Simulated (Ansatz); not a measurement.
A computed series for MgS: pressure series

The parent structure is MgS in the rock salt structure (space group Fm-3m, No. 225; a = 5.230 Å).

Cell and atoms are relaxed at each pressure.

All numbers come from PBE (Ansatz, a program for electronic structure; PAW; 420 eV plane waves; scalar-relativistic without spin-orbit coupling).

Notes on the quantities. hole mass: degenerate bands, along [100].

```tsv
case	smallest direct gap	hole mass	band gap	volume per atom	width of the top valence band
base	3.60 eV	0.25, 0.97, 0.97 mₑ (at Γ)	2.76 eV	17.88 Å³	2.31 eV
pressure −2 GPa	3.39 eV	0.24, 1.00, 1.00 mₑ (at Γ)	2.70 eV	18.40 Å³	2.24 eV
pressure −1 GPa	3.50 eV	0.25, 0.98, 0.98 mₑ (at Γ)	2.73 eV	18.13 Å³	2.27 eV
pressure 3 GPa	3.90 eV	0.26, 0.93, 0.93 mₑ (at Γ)	2.84 eV	17.22 Å³	2.42 eV
pressure 7 GPa	4.26 eV	0.26, 0.89, 0.89 mₑ (at Γ)	2.93 eV	16.50 Å³	2.54 eV
pressure 15 GPa	4.87 eV	0.28, 0.82, 0.82 mₑ (at Γ)	3.06 eV	15.40 Å³	2.76 eV
pressure 30 GPa	5.50 eV	0.29, 0.73, 0.73 mₑ (at Γ)	3.24 eV	13.98 Å³	3.09 eV
pressure 50 GPa	5.58 eV	0.30, 0.66, 0.66 mₑ (at Γ)	3.03 eV	12.73 Å³	3.45 eV
pressure 75 GPa	5.35 eV	0.31, 0.59, 0.59 mₑ (at Γ)	2.51 eV	11.66 Å³	3.83 eV
pressure 100 GPa	5.13 eV	0.31, 0.54, 0.54 mₑ (at Γ)	2.04 eV	10.88 Å³	4.16 eV
```

Load acts through the strain it causes; cell and atoms are relaxed under it. Effective masses come from finite differences of ±0.01 Å⁻¹. Stability against distortions was not tested. Competing high-pressure phases were not computed.
